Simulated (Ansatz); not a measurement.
**How far PBE and r2SCAN part for Si, pressure 30 GPa**

Take Si in the diamond structure (space group Fd-3m, No. 227; a = 5.4699 Å) as the base.

(Cell as relaxed with PBE.)

Levels (all Ansatz, a program for electronic structure, PAW, earlier PAW set): PBE (420 eV, spin-orbit coupling left out); r2SCAN (500 eV, no SOC).

Each level relaxes its own structure.

```
base                      PBE    r2SCAN
-------------------  --------  --------
volume per atom      20.46 Å³  20.17 Å³
lattice parameter a   5.470 Å   5.444 Å
band gap              0.61 eV   0.78 eV
```

The change: a hydrostatic pressure of 30 GPa.

```json
[
 {"quantity": "shift of the gap caused by the change", "PBE": "-0.47 eV", "r2SCAN": "-0.44 eV"},
 {"quantity": "volume per atom", "PBE": "16.49 Å³", "r2SCAN": "16.45 Å³"},
 {"quantity": "smallest direct gap", "PBE": "2.61 eV", "r2SCAN": "2.79 eV"}
]
```

PBE's shift of the gap caused by the change lies 0.03 eV below r2SCAN's; PBE's volume per atom lies 0.04 Å³ above r2SCAN's (0.3 %); PBE's smallest direct gap lies 0.18 eV below r2SCAN's. Neither level is exact; r2SCAN is the comparison here, not a measurement.

Load acts through the strain it causes; cell and atoms are relaxed under it. Stability against distortions was not tested. Measured, Si leaves this structure (for the β-tin structure) near 12 GPa (room temperature; as listed in arXiv:1906.07825). A zero or small gap of Si under pressure 30 GPa can be the functional's error rather than a property of the material.
